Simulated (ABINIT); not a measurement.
ABINIT run on SrCl2 (P1, 3 atoms in the cell): self-consistent single point.

Computed with LDA (PW92), PAW (JTH v2.0 LDA PAW) (plane waves; ABINIT).

```
CELL_PARAMETERS angstrom
      0.00000     3.49000     3.49000
      3.49000     0.00000     3.49000
      3.49000     3.49000     0.00000
ATOMIC_POSITIONS crystal
  Sr 0.99730 0.99108 0.00238
  Cl 0.24109 0.25738 0.24815
  Cl 0.76162 0.75154 0.74947
```

Reference input (self-consistent single point, DFT, PBE, plane waves, PAW (JTH v2.0 PBE PAW)): pseudos = [Sr.GGA_PBE-JTH.xml, Cl.GGA_PBE-JTH.xml]; ecut = 26 Ha; pawecutdg = 52 Ha; occopt = 3; tsmear = 0.05 eV; ngkpt = 4 4 4; nshiftk = 1; shiftk = 0 0 0; potentials = JTH v2.0 PBE PAW; nband = 17; kptopt = 1; nstep = 80. This run's input differs from it in these lines:

```diff
@@ -1,4 +1,4 @@
-# SrCl2, JTH v2.0 PBE PAW
+# SrCl2, JTH v2.0 LDA PAW
 pp_dirpath "./"
-pseudos "Sr.GGA_PBE-JTH.xml, Cl.GGA_PBE-JTH.xml"
+pseudos "Sr.LDA_PW-JTH.xml, Cl.LDA_PW-JTH.xml"
 acell 3*1.0
```

Its files differ too (potentials: JTH v2.0 PBE PAW → JTH v2.0 LDA PAW).

Output (repeated stretches shortened):

```
--- !BeginCycle
solver: {iscf: 17, nstep: 80, nline: 4, wfoptalg: 10, }
tolerances: {tolvrs: 1.00E-11, }
...

     iter   Etot(hartree)      deltaE(h)  residm     nres2
 ETOT  1  -61.761475438503    -6.176E+01 3.478E-02 4.918E+00
 ETOT  2  -61.781003796144    -1.953E-02 7.924E-03 8.370E-01
 ETOT  3  -61.779445410599     1.558E-03 5.655E-03 2.584E-01
 ETOT  4  -61.779015443932     4.300E-04 3.920E-03 8.521E-03
 ETOT  5  -61.779063990784    -4.855E-05 1.377E-03 8.429E-04
   [... 9 lines left out ...]
 ETOT 15  -61.779069721063     1.350E-12 3.613E-05 7.601E-10
 ETOT 16  -61.779069721062     1.130E-12 3.854E-05 1.027E-11
 ETOT 17  -61.779069721061     9.237E-13 2.430E-05 1.941E-11
 ETOT 18  -61.779069721062    -1.030E-12 3.316E-05 1.828E-13
 At SCF step   18       nres2   =  1.83E-13 < tolvrs=  1.00E-11 =>converged.

 Cartesian components of stress tensor (hartree/bohr^3)
  sigma(1 1)=  9.64650485E-05  sigma(3 2)=  1.28055211E-06
  sigma(2 2)=  9.40190419E-05  sigma(3 1)= -1.04075419E-05
  sigma(3 3)=  9.60956672E-05  sigma(2 1)= -5.92382223E-06

 ----iterations are completed or convergence reached----

 reduced coordinates (array xred) for    3 atoms
       0.997295004366      0.991079004339      0.002384000010
       0.241087001055      0.257382001127      0.248146001086
       0.761618003334      0.751539003290      0.749470003281
 cartesian forces (eV/Angstrom) at end:
    1      0.09623028926504     0.00311865254318     0.15039272998104
    2     -0.06165709391173     0.14697778828227     0.01309817012086
   [... lines left out ...]
 Fermi (or HOMO) energy (eV) =   3.14423   Average Vxc (eV)=  -8.96406
   [... lines left out ...]
'-kT*entropy'       :  1.88158938529915E-15
total_energy        : -6.17790697397254E+01
total_energy_eV     : -1.68109398120138E+03
...

-Cartesian components of stress tensor (GPa)         [Pressure= -2.8105E+00 GPa]
- sigma(1 1)=  2.83809923E+00  sigma(3 2)=  3.76751375E-02
- sigma(2 2)=  2.76613525E+00  sigma(3 1)= -3.06200403E-01
- sigma(3 3)=  2.82723166E+00  sigma(2 1)= -1.74284838E-01

 Calculation completed.
```

The run converged in 18 iterations. 

The starting cell has typed, rounded lattice constants, without a prior relaxation at this level. Its atoms were displaced at random from the sites of space group no. 225.

These are the values that this program gave, and no reference: the one-centre exchange-correlation terms come from a truncated expansion.

Cost on one core of a shared machine: roughly 3 min.
